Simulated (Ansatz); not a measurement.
Thermal expansion of ZrN in the rock salt structure

Method: the quasi-harmonic free energy, PBEsol in Ansatz (a program for electronic structure); phonon mesh 6×6×6, k mesh 18×18×18. 

```
T (K)  α_L (10⁻⁶/K)  C_P (J/mol/K)  bulk modulus B_T (GPa)     γ
-----  ------------  -------------  ----------------------  ----
100             2.6           15.9                     263  1.82
200             5.2           32.0                     261  1.83
300             6.7           40.5                     258  1.84
400             7.5           44.9                     254  1.85
500             8.0           47.5                     251  1.86
600             8.4           49.2                     247  1.87
700             8.7           50.5                     243  1.87
800             9.0           51.5                     239  1.88
900             9.2           52.3                     235  1.89
1000            9.5           53.1                     231  1.90
```

| Property | Result |
|---|---|
| conventional lattice constants at 300 K | a = 4.566 Å |
| entropy at 300 K | 39.2 J/(mol K) |
| adiabatic bulk modulus at 300 K | 260 GPa |
| bulk modulus without vibrations | 269 GPa |
| zero-point volume expansion | 0.59 % |

Computed at 300 K against measurement: lattice constant a 4.566 computed, 4.575 measured Å (-0.2 %; Mei et al., J. Vac. Sci. Technol. A 31, 061516 (2013)).  

Zero-point expansion is included. Terms beyond the volume dependence of harmonic modes are not.

Whether this phase is the stable one at each condition was not tested.

The PAW data sets were generated under PBE and serve the other functionals too.
